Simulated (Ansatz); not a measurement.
Start from Si in the diamond structure (space group Fd-3m, No. 227; a = 5.4703 Å).

All numbers come from plane-wave PAW DFT at the PBE level (Ansatz, a first-principles code, 420 eV), no spin-orbit coupling.

Base values:

The hole mass is 0.16, 0.27, 0.27 mₑ (at Γ). The gap character is indirect, Γ → Γ–X (87 % along).

The change: a hydrostatic pressure of 9 GPa.

Task: What happens to the hole mass?

Result: The hole mass (degenerate bands, along [100]) becomes 0.19, 0.25, 0.25 mₑ (at Γ) (base: 0.16, 0.27, 0.27 mₑ (at Γ)).

Task: Estimate the effect on the gap character.

Result: The gap character remains indirect, Γ → Γ–X (87 % along).

Load acts through the strain it causes; cell and atoms are relaxed under it. Effective masses come from finite differences of ±0.01 Å⁻¹. Whether these cells are dynamically stable was not tested. Tetrahedral semiconductors of this kind turn to denser phases somewhere between about 1 and 50 GPa; those were not computed, so compressed cells here can lie past the real transition.
